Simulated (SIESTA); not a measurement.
## Short convergence ladders for HfN (I4mm, 2 atoms in the cell)

```
CELL_PARAMETERS angstrom
      0.00000     2.24870     2.24870
      2.24870     0.00000     2.24870
      2.24870     2.24870     0.00000
ATOMIC_POSITIONS crystal
  Hf 0.01112 0.01112 0.98888
  N  0.50000 0.50000 0.50000
```

Base method: GGA PBEsol, numerical atomic orbitals DZP, PseudoDojo PBEsol standard norm-conserving potentials (rewritten from UPF to PSML) (SIESTA).

Base settings: XC.functional = GGA; XC.authors = PBEsol; potentials = PseudoDojo PBEsol standard; PAO.BasisSize = DZP; PAO.EnergyShift = 0.01 Ry; MeshCutoff = 400 Ry; kgrid.MonkhorstPack = 6 6 6; OccupationFunction = FD; ElectronicTemperature = 1160.45 K; MaxSCFIterations = 150.

Core times come from one kind of shared machine, to one figure; runs under 30 s give none.

**Shifted k-point meshes**

Only quantities that move along the ladder and can be compared are tabulated.

| kgrid.MonkhorstPack | free energy less the last step's (meV/atom) | pressure (GPa) | largest difference of a force vector from the last step's (eV/Å) |
|---|---|---|---|
| 2 2 2 shifted by 0.5 0.5 0.5 | 92.77 | 5.13 | 0.143 |
| 4 4 4 shifted by 0.5 0.5 0.5 | 30.67 | 3.66 | 0.063 |
| 6 6 6 shifted by 0.5 0.5 0.5 | -4.11 | 2.72 | 0.023 |
| 8 8 8 shifted by 0.5 0.5 0.5 | -3.56 | 2.78 | 0.012 |
| 10 10 10 shifted by 0.5 0.5 0.5 | -0.25 | 2.88 | 0.012 |
| 12 12 12 shifted by 0.5 0.5 0.5 | 0.68 | 2.91 | 0.005 |
| 25 25 25 shifted by 0.5 0.5 0.5 | 0.00 | 2.88 | 0.000 |

Coarsest kgrid.MonkhorstPack that holds the free energy within 5 meV/atom of the last step, with all finer ones: 6 6 6 shifted by 0.5 0.5 0.5; the step before is off by 31 meV/atom.

Coarsest kgrid.MonkhorstPack that holds the pressure within 0.5 GPa of the last step, with all finer ones: 6 6 6 shifted by 0.5 0.5 0.5; the step before is off by 0.79 GPa.

**The k-point mesh at a smearing width of 0.3 eV**

In this ladder: ElectronicTemperature = 3481.36 K.

Only quantities that move along the ladder and can be compared are tabulated.

```csv
kgrid.MonkhorstPack,free energy less the last step's (meV/atom),pressure (GPa),largest difference of a force vector from the last step's (eV/Å),core time / last (rough)
5 5 5,-15.14,3.23,0.024,–
8 8 8,1.11,3.62,0.003,–
11 11 11,0.47,3.55,0.001,0.08
17 17 17,0.03,3.52,0.000,0.3
25 25 25,0.00,3.52,0.000,1
```

Coarsest kgrid.MonkhorstPack that holds the free energy within 2 meV/atom of the last step, with all finer ones: 8 8 8; the step before is off by 15 meV/atom.

Coarsest kgrid.MonkhorstPack that holds the forces within 0.005 eV/Å of the last step, with all finer ones: 8 8 8; the step before is off by 0.024 eV/Å.

Coarsest kgrid.MonkhorstPack that holds the pressure within 0.2 GPa of the last step, with all finer ones: 8 8 8; the step before is off by 0.29 GPa.

**The width of Methfessel-Paxton smearing**

In this ladder: kgrid.MonkhorstPack = 10 10 10; OccupationFunction = MP; OccupationMPOrder = 1.

Narrow widths need finer meshes than wide ones, so the last steps can hold mesh noise.

Only quantities that move along the ladder and can be compared are tabulated; pressure and forces are left out, as mesh noise rules them at narrow widths.

```tsv
ElectronicTemperature	free energy less the last step's (meV/atom)
11604.5 K	-2.41
5802.26 K	-0.51
3481.36 K	-0.03
1160.45 K	0.00
```

Widest ElectronicTemperature that holds the free energy within 2 meV/atom of the last step, with all finer ones: 5802.26 K; the step before is off by 2.4 meV/atom.

On the base run: the starting cell has typed, rounded lattice constants, without a prior relaxation at this level. Its lattice was rescaled by up to half a per cent. One atom was moved a little off its site on purpose. Values carry the incompleteness of an atom-centred basis.

Left out of this page: 2 runs of the series outside the window shown, repeating another row's setting, or not comparable.
